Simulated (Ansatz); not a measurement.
## How far PBE and r2SCAN part for TiO2, biaxial strain +0.63 %, plane normal [001], relaxed out of plane

Consider TiO$_{2}$ in the rutile structure (space group P4_2/mnm, No. 136; a = 4.644 Å, c = 2.964 Å). Axes: x, y, z lie along a, b, c of the conventional cell.

(Cell as relaxed with PBE.)

Levels (all Ansatz, a program for electronic structure, PAW, earlier PAW set): PBE (420 eV, spin-orbit coupling left out); r2SCAN (500 eV, no SOC).

Each level relaxes its own structure.

```tsv
base	PBE	r2SCAN
volume per atom	10.65 Å³	10.41 Å³
lattice parameter a	4.644 Å	4.597 Å
band gap	1.86 eV	2.22 eV
```

It is then changed as follows: tensile biaxial strain of 0.63 % in the plane normal to [001], as in epitaxy on a mismatched substrate; the out-of-plane cell vector and the atoms relax.

| quantity | PBE | r2SCAN |
|---|---|---|
| shift of the gap caused by the change | +0.02 eV | … |
| out-of-plane strain | -0.38 % | … |
| gap character | direct at Γ | … |
| band gap | 1.88 eV | … |

Problem. Predict the r2SCAN column.

Solution. 
- shift of the gap caused by the change, r2SCAN: +0.01 eV
- out-of-plane strain, r2SCAN: -0.39 %
- gap character, r2SCAN: direct at Γ
- band gap, r2SCAN: 2.23 eV

PBE's band gap lies 0.35 eV below r2SCAN's; the two agree on the gap character. Neither level is exact; r2SCAN is the comparison here, not a measurement.

Stability against distortions was not tested. The final runs are not spin-polarised.
